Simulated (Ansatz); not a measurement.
Base system: GaP in the zinc blende structure (space group F-43m, No. 216; a = 5.451 Å). Axes: x, y, z lie along the cube axes.

Level of theory: r2SCAN (Ansatz, a first-principles code; PAW; 500 eV plane waves; scalar-relativistic without spin-orbit coupling).

Perturbation: uniaxial strain ε_zz = +1.50 %, all other strain components held at zero; the atoms relax in the strained cell.

Question: Predict the stress tensor and what it implies for the stiffness.

Answer: Stress of the strained cell less that of the base (GPa, compression positive):
```
  -0.85    0.00    0.00
   0.00   -0.85    0.00
   0.00    0.00   -2.10
```

Then −Δσ_ii/ε with ε = 0.0150 gives secant stiffness values (nonlinear terms included at this strain): C33 ≈ 140 GPa, C13 ≈ 57 GPa and C23 ≈ 57 GPa.

Gaps are read on the SCF mesh and a high-symmetry path. Stability against distortions was not tested.
